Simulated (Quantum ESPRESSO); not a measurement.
A working Quantum ESPRESSO input for LiNbO3 (R3c, 10 atoms in the cell) (DFT, LDA (PW92), plane waves, PseudoDojo standard norm-conserving (LDA) pseudopotentials):

```fortran
&control
   calculation = 'scf'
   prefix = 'pwscf'
   outdir = './work'
   pseudo_dir = './'
   tprnfor = .true.
   tstress = .true.
/
&system
   ibrav = 0
   nat = 10
   ntyp = 3
   ecutwfc = 85
   occupations = 'smearing'
   smearing = 'cold'
   degauss = 0.0099958
/
&electrons
   conv_thr = 1.0d-9
   mixing_beta = 0.7
/
ATOMIC_SPECIES
Li     6.9400  Li.upf
Nb    92.9064  Nb.upf
O     15.9990  O.upf
ATOMIC_POSITIONS crystal
Li    0.28750000    0.28750000    0.28750000
Li    0.78750000    0.78750000    0.78750000
Nb    0.01280000    0.01280000    0.01280000
Nb    0.51280000    0.51280000    0.51280000
O     0.74643000    0.14093000    0.36263000
O     0.36263000    0.74643000    0.14093000
O     0.14093000    0.36263000    0.74643000
O     0.86263000    0.64093000    0.24643000
O     0.24643000    0.86263000    0.64093000
O     0.64093000    0.24643000    0.86263000
K_POINTS automatic
5 5 5  0 0 0
CELL_PARAMETERS angstrom
   2.57613430     1.48733183     4.53556900
  -2.57613430     1.48733183     4.53556900
   0.00000000    -2.97466366     4.53556900
```

The run converged in 12 iterations: free energy E − TS -6488.8486 eV; top of the valence band (on the code's own zero) 7.27 eV; gap on the k-point mesh 3.17 eV; pressure 2.99 GPa; largest force (vector length) 0.713 eV/Å. Each of these slips is then made, one at a time:

(1)
```diff
-5 5 5  0 0 0
+5 5 5
```

(2)
```diff
-   calculation = 'scf'
+   calculation = 'SCF-run'
```

Task: How does each altered input end?

Result: 
(1) An automatic mesh without its three shifts. The program stopped before any SCF iteration.
```
Error in routine card_kpoints (1):
end of file while reading automatic k points
```

(2) A value that the program does not know. The program stopped before any SCF iteration.
```
Error in routine  control_checkin (1):
calculation "SCF-run" not allowed
```

The starting cell was generated: these elements placed on a structure prototype, without a prior relaxation; it need not be a known phase or ordering of this composition. Its lattice was rescaled by a random factor within 2.5 % of one.

Left out of this page: 5 runs of the series outside the window shown, repeating another row's setting, or not comparable.
